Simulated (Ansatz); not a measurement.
Base system: Ru in the hcp (Mg type) structure (space group P6_3/mmc, No. 194; relaxed with 0.1 eV smearing).

```cif
data_Ru2
_chemical_formula_sum 'Ru2'
_space_group_name_H-M_alt 'P 1'
_space_group_IT_number 1
_cell_length_a 2.72191
_cell_length_b 2.72191
_cell_length_c 4.29398
_cell_angle_alpha 90.000
_cell_angle_beta 90.000
_cell_angle_gamma 120.000
loop_
_space_group_symop_operation_xyz
  'x, y, z'
loop_
_atom_site_label
_atom_site_type_symbol
_atom_site_fract_x
_atom_site_fract_y
_atom_site_fract_z
_atom_site_occupancy
Ru1 Ru 0.66667 0.33333 0.75000 1
Ru2 Ru 0.33333 0.66667 0.25000 1
```

Computed with PBE (Ansatz, a first-principles code), no spin-orbit coupling.

Strains are applied to the cell and any free atomic positions relax.

One change was made to it. Results:

| quantity | base | after |
|---|---|---|
| energy relative to the base (free energy F) | 0 meV/atom | +13 meV/atom |
| pressure (mean of the normal stresses, compression positive) | 0.0 GPa | 10.1 GPa |
| band gap | zero | zero |

Q: What was done to the base?
(A) isotropic strain −1.00 %
(B) isotropic strain +0.50 %
(C) isotropic strain −0.50 %
(D) isotropic strain −3.00 %
(E) isotropic strain −2.50 %

A: A, isotropic strain −1.00 %. For comparison, the energy relative to the base in the other runs: isotropic strain −0.50 % gives +3.1 meV/atom; isotropic strain +0.50 % gives +3.0 meV/atom; isotropic strain −3.00 % gives +122 meV/atom; isotropic strain −2.50 % gives +83 meV/atom.

Stability against distortions was not tested. The final runs are not spin-polarised.
